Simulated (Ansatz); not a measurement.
Take Sn in the diamond structure (space group Fd-3m, No. 227; a = 6.5665 Å) as the base. Axes: x, y, z lie along the cube axes.

Level of theory: r2SCAN/PAW in Ansatz (a quantum-chemistry and plane-wave program), scalar-relativistic without spin-orbit coupling.

Before the change:

The volume per atom comes out as 35.39 Å³ and the pressure is 0.0 GPa.

Modification: compressive biaxial strain of 1.25 % in the plane normal to [111], as in epitaxy on a mismatched substrate; the out-of-plane cell vector and the atoms relax.

Q: Predict the new energy relative to the base, volume per atom and pressure.

A: The energy goes up by 3.4 meV/atom; the volume per atom drops by 0.65 Å³ to 34.74 Å³; the pressure (mean of the normal stresses, compression positive) goes from zero to 0.8 GPa.

Whether these cells are dynamically stable was not tested.
